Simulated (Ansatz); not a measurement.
KMgF3 under a change: biaxial strain −2.50 %, plane normal [111], relaxed out of plane

The reference is KMgF3 in the cubic perovskite structure (space group Pm-3m, No. 221; a = 3.9913 Å). Axes: x, y, z lie along the cube axes.

It is then changed as follows: biaxial strain −2.50 %, plane normal [111], relaxed out of plane (Cartesian); in-plane vectors clamped, the third vector and the atoms free.

All numbers come from Kohn–Sham DFT with the PBEsol functional, run in Ansatz (a program for electronic structure) with PAW and 420 eV plane waves, scalar-relativistic without spin-orbit coupling. Γ-centred 8×8×8 mesh, Fermi–Dirac width 0.05 eV.

```tsv
quantity	base	changed	shift
space group	Pm-3m (No. 221)	R-3m (No. 166)	–
shortest interatomic distance	1.996 Å	1.974 Å	-0.022 Å
energy relative to the base (free energy F)	0 meV/atom	+7.8 meV/atom	+7.8 meV/atom
pressure (mean of the normal stresses, compression positive)	0.01 GPa	2.70 GPa	+2.700 GPa
band gap	7.12 eV	7.34 eV	+0.22 eV
gap character	–	indirect, T → Γ	–
smallest direct gap	7.44 eV	7.61 eV	+0.17 eV
electron mass	0.51 mₑ (at Γ)	0.51 mₑ (at Γ)	–
out-of-plane strain	–	+1.68 %	–
ratio −ε⊥/ε∥	–	0.67	–
```

Final structure (turned so that z lies along the plane normal):

```xyz
5
Lattice="5.5035 0.0000 0.0000 2.7517 4.7662 0.0000 2.7517 -1.5887 2.3431" Properties=species:S:1:pos:R:3 pbc="T T T"
K      0.0000     0.0000     0.0000
Mg     2.7517     1.5887     1.1716
F      2.7517     0.0000     0.0000
F      1.3759     2.3831     0.0000
F      4.1276     2.3831     0.0000
```

Effective masses come from finite differences of ±0.01 Å⁻¹. Whether these cells are dynamically stable was not tested. k-point labels follow each cell's own Brillouin zone.
